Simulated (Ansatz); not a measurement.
**Defect calculation: O on the N site (broken-bond start) in wurtzite AlN**

Level of theory: PBE, PAW (plane waves to 420 eV; Ansatz, a quantum-chemistry and plane-wave program). The supercell holds 192 host sites (4×2×3 repeats of a cell of 8 atoms), with a 2×2×1 shifted k-point sampling for the final energies. Sites at the start: the N site; started 0.95 Å off site, one bond broken. Charged cells carry a point-charge image correction with potential alignment at far atoms. Dielectric constants: PBE linear response of the host. Host gap at this level: 4.03 eV. These values are not converged in cell size to better than tenths of an eV. Levels are measured in PBE's own, too narrow, gap. Spin–orbit coupling is left out. Each state is the lowest found from its start.

Formation energies E_f are given with the Fermi level at the valence-band maximum. Chemical conditions: Al-rich (Δμ(N) = -2.74 eV, Δμ(O) = -4.96 eV, bounded by corundum; only phases computed here count, gases as isolated molecules at 0 K); N-rich (Δμ(N) = 0.00 eV, Δμ(O) = -3.14 eV, bounded by corundum; only phases computed here count, gases as isolated molecules at 0 K). Reference phases: N: N2 molecule in a box, O: O2 molecule in a box.

Charges with a result: +1, 0, −1. Others weren't obtained, and one of them could lie lower, also by skipping a charge.

```json
[
 {"charge": "+1", "moment (μB)": "not spin-polarised", "largest move off a lattice site (Å)": "0.10", "image correction with alignment (eV)": "0.18", "E_f, Al-rich (eV)": "-1.84", "E_f, N-rich (eV)": "-0.93"},
 {"charge": "0*", "moment (μB)": "fractional", "largest move off a lattice site (Å)": "0.09", "image correction with alignment (eV)": "–", "E_f, Al-rich (eV)": "–", "E_f, N-rich (eV)": "–"},
 {"charge": "−1†", "moment (μB)": "not spin-polarised", "largest move off a lattice site (Å)": "0.88", "image correction with alignment (eV)": "0.16", "E_f, Al-rich (eV)": "–", "E_f, N-rich (eV)": "–"}
]
```

* At this level the carrier isn't localised at the defect: at charge 0 electrons occupy the conduction band. Such a state is shallow or no state of the defect, and this cell gives it no level.

† Not settled in this cell, so no level is given: charge −1: level within 0.1 eV of a band edge or past it.

No other site or start that was run ended lower by more than 0.1 eV.

Flagged in the runs: a host whose relaxation on this sampling wasn't shown to rest, a strain field that reaches the edge of the cell.
